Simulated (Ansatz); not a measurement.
Consider C (space group R-3, No. 148; a = 6.318 Å, c = 3.846 Å (hexagonal axes); a hypothetical phase, not in the database extracts checked).

The values are results of Kohn–Sham DFT with the PBEsol functional, run in Ansatz (a quantum-chemistry and plane-wave program) with PAW and 420 eV plane waves, without spin-orbit coupling, not measurements.

Carriers are added at fixed cell with a uniform background; the Fermi–Dirac width is that of 300 K.

One change was made to it. Results:

```json
[
 {"quantity": "Fermi level relative to the doped band's edge (positive inside the band; to 0.05 eV)", "base": "–", "after": "+0.35 eV"},
 {"quantity": "gap between the host's bands", "base": "3.33 eV", "after": "3.30 eV"},
 {"quantity": "gap character", "base": "indirect, T → L", "after": "indirect, T → L"}
]
```

Problem. Which change produced these results?
(A) electrons 2.0×10^21 cm⁻³
(B) holes 1.0×10^22 cm⁻³
(C) holes 2.0×10^22 cm⁻³

Solution. A, electrons 2.0×10^21 cm⁻³. For comparison, the Fermi level from band edge in the other runs: holes 1.0×10^22 cm⁻³ gives +1.20 eV; holes 2.0×10^22 cm⁻³ gives +1.70 eV.

Charged cell with a jellium background: band edges are those of the host's band count, energies are not comparable with the neutral cell, and many-body gap narrowing is missing. Stability against distortions was not tested.
